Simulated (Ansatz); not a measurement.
We consider MgO (model structure, started from the CsCl type, Pm-3m, No. 221, 2 atoms in the cell; like a known high-pressure phase), described by r²SCAN (plane waves, PAW; Ansatz, a program for electronic structure).

Numerical settings: plane-wave cutoff 560 eV, 14×14×14 k mesh, Fermi–Dirac smearing 0.01 eV, scalar-relativistic PAW data made under PBE.

Cell (relaxed at this level):

```cif
data_MgO
_chemical_formula_sum 'Mg1 O1'
_space_group_name_H-M_alt 'P 1'
_space_group_IT_number 1
_cell_length_a 2.62335
_cell_length_b 2.62335
_cell_length_c 2.62335
_cell_angle_alpha 90.000
_cell_angle_beta 90.000
_cell_angle_gamma 90.000
loop_
_space_group_symop_operation_xyz
  'x, y, z'
loop_
_atom_site_label
_atom_site_type_symbol
_atom_site_fract_x
_atom_site_fract_y
_atom_site_fract_z
_atom_site_occupancy
Mg1 Mg 0.00000 0.00000 0.00000 1
O1 O 0.50000 0.50000 0.50000 1
```

Q: What does this level give for the band gap and smallest direct gap on the k points sampled?

A: 
- band gap = 3.49 eV (indirect)
- smallest direct gap on the k points sampled = 4.55 eV

It cost about 8 core-seconds (a rough figure) of CPU time.

A model structure was made by putting elements into a prototype or built by hand; it is no filed structure, need not be a known phase, and can be a saddle point held by its symmetry.
